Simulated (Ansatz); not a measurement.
Input and output of a self-consistent single point for BaSbPt (P-6m2, 3 atoms in the cell) (Ansatz, an electronic-structure program)

Computed with LDA (PW92), default PAW files made with PBE (plane waves; Ansatz).

The input file:

Ansatz 0.2 input:
```yaml
crystal:
  lattice:
    - [4.590840, 0.000000, 0.000000]
    - [-2.295420, 3.975784, 0.000000]
    - [0.000000, 0.000000, 5.011342]
  atoms:
    - { symbol: Ba, position: [0.000000, 0.000000, 0.000000] }
    - { symbol: Sb, position: [0.666667, 0.333333, 0.500000] }
    - { symbol: Pt, position: [0.333333, 0.666667, 0.500000] }
basis:
  ecutwfc: 420.0
kpoints:
  mp_grid: { grid: [8, 8, 7] }
hamiltonian:
  xc: lda
  pseudopotentials: { kind: paw }
scf:
  occupations: { method: gaussian, width: 0.1 }
output:
  forces: true
  eigenvalues: true
  stress: true
```

Log, with long lists cut:

```
WARN the atoms were moved onto the symmetric positions of the space group found under crystal.symmetry.tolerance 1.0e-5 (fractional …
WARN ansatz: RAYON_NUM_THREADS=1 ignored (pool sized by the plan → 1); use --threads N
Pseudopotentials: kind: paw
Pseudopotential: Ba, paw, valence charge 10
Pseudopotential: Sb, paw, valence charge 15
Pseudopotential: Pt, paw, valence charge 18
Crystal: 3 atoms, lattice volume = 91.468 Å³
Basis set: ecut = 420 eV, 1835 PW (Γ)
Bands: 26, of which v1, the nominal top of the filled ones, is band 22 counted from 1 (21 counted from 0)
Symmetry: 12 space group operations
Space group: P-6m2 (ITA 187), of the structure as read, at distance tolerance 4.5e-5 Å
k-points: 40 of 448 (time reversal used)
PAW frozen core: Ba, regenerated for the run's functional, and the local potential with it
PAW frozen core: Sb, regenerated for the run's functional, and the local potential with it
PAW frozen core: Pt, regenerated for the run's functional, and the local potential with it
Initial density: superposition of atomic densities (neutral atoms: chi_scale 0, normalization atom), corrected by the library's trained network
Initial wavefunctions: pseudopotential atomic-orbital guess
Eigensolver: davidson
Functional: x = slater, c = lda
SCF iter   1: F=—  HF=-24363.129381 eV  |F-HF|=—  |Δ(HF+E_count)|=         —  Δρ=5.82e-3  dr2=2.21e-2  ethr=1.77e-3  ⟨swp⟩=7.6  Hψ=5183  notcnv=0
all-band conjugate gradients solve this SCF's bands
preconditioner: auto → Kerker (q_TF=auto, 2.406 Å⁻¹)
SCF iter   2: F=—  HF=-24363.125153 eV  |F-HF|=—  |Δ(HF+E_count)|=   4.23e-3  Δρ=3.15e-3  dr2=8.95e-3  ethr=5.14e-5  ⟨swp⟩=2.5  Hψ=1903  notcnv=0
SCF iter   3: F=—  HF=-24363.122734 eV  |F-HF|=—  |Δ(HF+E_count)|=   2.42e-3  Δρ=1.21e-3  dr2=3.19e-3  ethr=2.08e-5  ⟨swp⟩=2.0  Hψ=1323  notcnv=0
SCF iter   4: F=—  HF=-24363.122174 eV  |F-HF|=—  |Δ(HF+E_count)|=   5.60e-4  Δρ=4.52e-4  dr2=6.73e-4  ethr=7.42e-6  ⟨swp⟩=2.1  Hψ=1278  notcnv=0
SCF iter   5: F=—  HF=-24363.121999 eV  |F-HF|=—  |Δ(HF+E_count)|=   1.75e-4  Δρ=2.55e-4  dr2=9.40e-5  ethr=1.57e-6  ⟨swp⟩=2.0  Hψ=1729  notcnv=0
SCF iter   6: F=—  HF=-24363.121985 eV  |F-HF|=—  |Δ(HF+E_count)|=   1.39e-5  Δρ=5.26e-5  dr2=3.80e-6  ethr=2.19e-7  ⟨swp⟩=2.0  Hψ=1438  notcnv=0
SCF iter   7: F=—  HF=-24363.121985 eV  |F-HF|=—  |Δ(HF+E_count)|=   2.09e-7  Δρ=1.15e-5  dr2=1.55e-7  ethr=8.83e-9  ⟨swp⟩=2.1  Hψ=1856  notcnv=0
SCF iter   8: F=-24363.121985 eV  HF=-24363.121985 eV  |F-HF|=7.13e-9  |Δ(HF+E_count)|=   5.18e-9  Δρ=3.49e-6  dr2=1.68e-8  ethr=2.33e-10  ⟨swp⟩=8.1  Hψ=5384  notcnv=0
SCF 1 converged in 8 iterations: F = -24363.121985 eV  dr2 = 1.68e-8
SCF converged after 8 iterations
Free energy (F): -24363.121985 eV
Harris-Foulkes:  -24363.121985 eV  (|F-HF|=7.13e-9)
Internal energy: -24363.110812 eV  (E = F + TS)
E sigma→0 (E₀):  -24363.116398 eV
Entropy (-TS):   -0.011172 eV (-3.724 meV/atom)
Fermi energy:    10.370064 eV
--- Per-component energies (eV) ---
  E_band       = -529.206850
  E_kinetic    = 1017.210653
  E_local      = -4910.702434  (includes V_loc(G=0)·N_el)
  E_nonlocal   = 635.567506
  E_hartree    = 2049.495087
  E_xc         = -565.174133
  E_vxc        = -536.031105  (∫ρ·V_xc dr)
  E_paw        = -18664.862815  (= ΣΔE_a)
  E_vpaw       = -834.244963  (= ΣTr[D̂ρ^β])
  E_aug_tail   = 0.000172  (compensation charges beyond the density's cutoff)
  E_ewald      = -3925.950056
  E_core_change = 1.305209  (= ΣΔE_core)
  E_smearing   = -0.011172  (= −TS)
  E_closure    = 0.000000  (closes the sum)
  Σ components = -24363.121985   (vs F -24363.121985, Δ=0.00e0)
--- Forces (eV/Å), atoms counted from 1 ---
  atom   1  Ba     0.00000000    -0.00000000     0.00000000
   [... zero for the other atoms too ...]
  max |Σ_I F_I| component: 1.04e-16 eV/Å
--- Stress (GPa, compression-positive) ---
       -5.189722       0.000000       0.000000
        0.000000      -5.189722       0.000000
        0.000000       0.000000      -4.306814
  P = ⅓ Tr σ = -4.8954 GPa (-48.954 kbar)
  The stress holds the Pulay correction. Without it, at fixed plane waves, as pw.x and ABINIT print it: P = -4.9194 GPa
--- Band table (eV; the first three rows and the last of 40) ---
  k-point 0: bands = ["-87.3588", "-41.5820", "-41.5820", "-41.3347", "-17.8537", "-17.8537", "-17.8334", "-17.8265", "-17.8265", "-17.1959", "-2.3558", "-2.2615", "-2.2615", "0.3705", "6.3668", "6.3668", "7.7169", "8.1127", "8.1127", "9.5323", [...]
  k-point 1: bands = ["-87.3588", "-41.5820", "-41.5820", "-41.3347", "-17.8537", "-17.8537", "-17.8332", "-17.8265", "-17.8265", "-17.1951", "-2.4337", "-2.2590", "-2.2590", "0.5073", "6.3503", "6.3503", "7.7131", "8.1042", "8.1042", "9.1616", [...]
  k-point 2: bands = ["-87.3588", "-41.5820", "-41.5820", "-41.3348", "-17.8537", "-17.8537", "-17.8327", "-17.8266", "-17.8266", "-17.1931", "-2.5898", "-2.2534", "-2.2534", "0.8051", "6.3150", "6.3150", "7.6076", "8.0796", "8.0796", "8.6521", [...]
  k-point 39: bands = ["-87.3588", "-41.5825", "-41.5820", "-41.3348", "-17.8602", "-17.8582", "-17.8318", "-17.8282", "-17.8266", "-17.1636", "-2.5274", "-2.4290", "-2.4058", "1.3395", "5.6941", "7.3202", "7.5646", "7.9525", "8.2314", "8.3669", [...]
```

The run converged in 8 iterations.

The starting cell comes from a database of computed structures (which also holds hypothetical and non-ambient phases and stackings), without a prior relaxation at this level. Its lattice was rescaled by up to half a per cent. Spin-orbit coupling is off. Spin polarisation is off. With a pressure of about -5 GPa the cell is away from its equilibrium volume at this level. Ansatz's pressure includes its estimate of the finite-basis (Pulay) stress.
